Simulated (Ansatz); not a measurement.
Defect migration in rock-salt LiF: interstitial F, charge state -1. Calculation: PBE, PAW (plane waves to 420 eV; Ansatz, an electronic-structure program).

Settings: 64 host sites, the relaxed PBE lattice, the Γ point alone, smearing 0.01 eV, spin-restricted, no image-charge correction. Static, classical nuclei. The charge state is imposed; whether it is stable for some Fermi level was not computed. Sites that were not tried may lie lower.

Barriers: single points on a 2×2×2 k-point mesh shifted by half a step at the bands' geometries.

Relaxed starting cell (atoms counted from 1):

```
CELL_PARAMETERS angstrom
      8.13647     0.00000     0.00000
      0.00000     8.13647     0.00000
      0.00000     0.00000     8.13647
ATOMIC_POSITIONS crystal
  Li 0.99712 0.99756 0.99835
  Li 0.99550 0.99617 0.50563
  Li 0.99555 0.50578 0.99631
  Li 0.00059 0.50147 0.50158
  Li 0.50554 0.99622 0.99629
  Li 0.50133 0.00092 0.50161
  Li 0.50125 0.50146 0.00096
  Li 0.49957 0.50004 0.50030
  F  0.28855 0.96187 0.96225
  F  0.25019 0.99959 0.50041
  F  0.25022 0.50023 0.99970
  F  0.25060 0.50816 0.50823
  F  0.74959 0.99969 0.99986
  F  0.74189 0.99935 0.50808
  F  0.74159 0.50814 0.99959
  F  0.74961 0.50020 0.50034
  Li 0.00038 0.25127 0.25121
  Li 0.99507 0.25463 0.74548
  Li 0.99527 0.74521 0.25500
  Li 0.00055 0.74854 0.74854
  Li 0.50377 0.25454 0.25492
  Li 0.50152 0.24911 0.74855
  Li 0.50138 0.74850 0.24932
  Li 0.49944 0.75063 0.75075
  F  0.28491 0.28679 0.28752
  F  0.25029 0.25052 0.75000
  F  0.25027 0.74988 0.25067
  F  0.25051 0.74181 0.74182
  F  0.74961 0.25055 0.25072
  F  0.74191 0.25105 0.74222
  F  0.74190 0.74218 0.25131
  F  0.74971 0.75011 0.75020
  Li 0.25134 0.99811 0.25183
  Li 0.25399 0.99563 0.74504
  Li 0.25392 0.50541 0.25471
  Li 0.24884 0.50169 0.74861
  Li 0.74469 0.99655 0.25501
  Li 0.74828 0.00099 0.74861
  Li 0.74840 0.50128 0.24959
  Li 0.74994 0.49999 0.75053
  F  0.96319 0.96390 0.28729
  F  0.99931 0.99968 0.75027
  F  0.99931 0.50054 0.25081
  F  0.99884 0.50820 0.74214
  F  0.49984 0.99982 0.25078
  F  0.50834 0.99952 0.74167
  F  0.50738 0.50761 0.25133
  F  0.49985 0.50006 0.75016
  Li 0.25157 0.25204 0.99736
  Li 0.25387 0.25425 0.50589
  Li 0.25419 0.74466 0.99619
  Li 0.24902 0.74858 0.50165
  Li 0.74456 0.25483 0.99687
  Li 0.74848 0.24955 0.50139
  Li 0.74811 0.74843 0.00131
  Li 0.74979 0.75023 0.50010
  F  0.96271 0.28793 0.96387
  F  0.99930 0.25064 0.50059
  F  0.99928 0.75002 0.99984
  F  0.99880 0.74220 0.50808
  F  0.49972 0.25064 0.99996
  F  0.50755 0.25108 0.50787
  F  0.50826 0.74145 0.99974
  F  0.49986 0.75003 0.50022
  F  0.12574 0.12373 0.12296
```
Cell charge -1.

End state 1 differs by these moves (Å; atoms that move under 0.08 Å are left out):

| atom | element | Δx | Δy | Δz |
|---|---|---|---|---|
| 9 | F | 0.69 | -0.69 | 1.31 |
| 12 | F | -0.02 | -0.13 | 0.00 |
| 14 | F | 0.13 | 0.01 | 0.00 |
| 15 | F | 0.13 | -0.13 | 0.00 |
| 25 | F | -0.29 | -0.29 | -0.30 |
| 26 | F | -0.01 | 0.07 | -0.07 |
| 27 | F | -0.29 | -0.29 | 0.30 |
| 28 | F | -0.01 | 0.07 | 0.07 |
| 29 | F | 0.06 | 0.06 | 0.00 |
| 30 | F | 0.06 | -0.01 | 0.06 |
| 31 | F | 0.06 | 0.06 | 0.00 |
| 32 | F | 0.06 | -0.01 | -0.06 |
| 34 | Li | -0.07 | 0.07 | 0.00 |
| 35 | Li | -0.07 | -0.08 | 0.00 |
| 37 | Li | 0.08 | 0.06 | 0.00 |
| 41 | F | 0.29 | 0.30 | -0.30 |
| 42 | F | -0.07 | 0.01 | -0.07 |
| 43 | F | -0.06 | -0.06 | 0.00 |
| 44 | F | 0.00 | -0.06 | 0.07 |
| 45 | F | 0.29 | 0.30 | 0.30 |
| 46 | F | -0.07 | 0.01 | 0.07 |
| 47 | F | -0.06 | -0.06 | 0.00 |
| 48 | F | 0.00 | -0.06 | -0.07 |
| 57 | F | 0.23 | -0.24 | 0.29 |
| 60 | F | -0.06 | 0.06 | 0.00 |
| 62 | F | -0.06 | 0.06 | 0.00 |
| 63 | F | 0.23 | -0.24 | -0.29 |
| 65 | F | 0.69 | -0.69 | -1.31 |

Problem. Predict the forward and backward barriers to end state 1 from PBE, PAW.

Solution. forward 0.34 eV, backward 0.34 eV; at the saddle point atom 9 has neighbours F at 2.16; 2 Li at 1.72, Li at 1.94, Li at 1.95 Å. The saddle point's order was not checked, and it lies on a symmetry element of the cell, where a band can be held.

End state 2 differs by these moves (Å; atoms that move under 0.08 Å are left out):

| atom | element | Δx | Δy | Δz |
|---|---|---|---|---|
| 2 | Li | 0.00 | 0.00 | -0.09 |
| 9 | F | 0.00 | 0.00 | 0.62 |
| 12 | F | 0.00 | 0.00 | -0.13 |
| 14 | F | 0.00 | 0.00 | -0.13 |
| 25 | F | -0.28 | -0.30 | -0.30 |
| 26 | F | 0.28 | 0.30 | -0.30 |
| 27 | F | 0.00 | -0.07 | 0.07 |
| 28 | F | 0.00 | 0.07 | 0.07 |
| 29 | F | -0.06 | 0.00 | 0.06 |
| 30 | F | 0.06 | 0.00 | 0.06 |
| 31 | F | 0.06 | 0.06 | -0.01 |
| 32 | F | -0.06 | -0.06 | -0.01 |
| 41 | F | 0.29 | 0.29 | -0.30 |
| 42 | F | -0.29 | -0.29 | -0.30 |
| 43 | F | 0.00 | 0.06 | 0.06 |
| 44 | F | 0.00 | -0.06 | 0.06 |
| 45 | F | 0.07 | 0.00 | 0.07 |
| 46 | F | -0.07 | 0.00 | 0.07 |
| 47 | F | -0.06 | -0.06 | -0.01 |
| 48 | F | 0.06 | 0.06 | -0.01 |
| 50 | Li | 0.00 | 0.00 | -0.09 |
| 57 | F | 0.00 | 0.00 | 0.59 |
| 60 | F | 0.00 | 0.00 | -0.13 |
| 62 | F | 0.00 | 0.00 | -0.12 |
| 65 | F | 0.00 | 0.00 | -2.00 |

Problem. Estimate the forward and backward barriers to end state 2 that PBE, PAW returns for this input.

Solution. forward 0.35 eV, backward 0.35 eV; at the saddle point atom 65 has neighbours 2 F at 2.18; 2 Li at 1.72, Li at 2.17, Li at 2.19, Li at 2.20, Li at 2.22 Å. The saddle point's order was not checked, and it lies on a symmetry element of the cell, where a band can be held.
